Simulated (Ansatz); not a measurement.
The parent structure is GaAs in the zinc blende structure (space group F-43m, No. 216; a = 5.6590 Å).

The values are results of DFT with PBEsol, PAW potentials and a 420 eV plane-wave cutoff in Ansatz (an electronic-structure program), spin-orbit coupling left out, not measurements.

Before the change:

The gap between the host's bands comes out as 0.42 eV.

It is then changed as follows: 0.0227 electrons added to each cell, a density of 5.0×10^20 cm⁻³, with a uniform compensating background at fixed cell and a 300 K Fermi–Dirac width.

Problem. What happens to the Fermi level from band edge?

Solution. The Fermi level relative to the doped band's edge (positive inside the band; to 0.05 eV) comes out as +0.75 eV.

Problem. Estimate the effect on the gap between the host's bands.

Solution. The gap between the host's bands is still 0.42 eV.

Carriers are added with a uniform compensating background; total energy and stress of such cells depend on the potential's zero and are not compared; many-body gap narrowing is missing at this level. Stability against distortions was not tested.
